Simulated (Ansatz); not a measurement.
Hf: energy against volume

Hf (hcp, P6_3/mmc, 22.351 Å³/atom and stress up to 0.01 GPa in the relaxed cell, c along z) under hydrostatic pressure, with the cell free. r2SCAN in Ansatz, a plane-wave DFT program (PAW, default set), 500 eV, 17×17×9 Γ-centred mesh, Fermi-Dirac smearing 0.05 eV; ions are relaxed, or left where forces stay under 0.02 eV/Å, within the symmetry of each cell.

Here V stands for volume and E for E less E0.

```csv
volume (Å³/atom),E less E0 (meV/atom),pressure (GPa)
22.7745,2.77,-2.01
22.5598,0.70,-1.01
22.3509,0.00,0.00
22.1749,0.46,0.89
21.9435,2.58,2.10
21.5138,11.35,4.50
20.7926,41.51,9.01
19.9679,?,?
```

Problem. Using the third-order Birch-Murnaghan form, a cubic in V^(-2/3), estimate the missing E at V = 19.9679 from the other rows, showing the fit.

Solution. With u = V^(-2/3) - 0.1274, the rows have u = -0.0029388, -0.0021504, -0.0013711, -0.0007052, 0.0001840, 0.0018772, 0.0048495. Least squares gives E = 2.001 + 2952.9·u + 1085272·u² - 2931270·u³. Residuals (row less fit): 0.000, 0.001, 0.000, 0.001, -0.001, 0.001, 0.000; standard error 0.001 (degrees of freedom: 3). Its minimum lies at u = -0.0013530, so V0 = (0.1260470)^(-3/2) = 22.35. There d²E/du² = 2194000 and d³E/du³ = -1.759e7, so B0 = (4/9) × 22.35^(-7/3) × 2194000 × 0.160218 = 111 GPa (the last factor turns the table's units into GPa), and B0' = 4 + (2/3) × 0.1260470 × (-1.759e7)/2194000 = 3.3. B0' rests on the cubic coefficient alone and has a standard error of 0.1 from these residuals. At the withheld row, u = 0.0084663, so E = 2.001 + 2952.9 × 0.0084663 + 1085272 × 0.0084663² - 2931270 × 0.0084663³ = 103.013 meV/atom. The calculation gives 102.92 meV/atom, 0.093 meV/atom below the prediction (0.1 % of the range of E in the table). The row lies outside the fitted rows, so this is an extrapolation. The scatter of the fitted rows lies at the last printed digit.

In a metal these values are sensitive to mesh and smearing; energies are taken to zero smearing, stresses follow the free energy. Other structures, which can take over under pressure, weren't tried. The same form fitted to the pressure column gives B0' = 3.3; series where the two differ by over 0.4 aren't shown. Rows are the converged runs of the series near zero and its far end, less any whose ions stayed unrelaxed beside relaxed ones; series whose fitted rows scatter by over a few per cent of the range, as at a crossing or softening among them, aren't shown in this form.
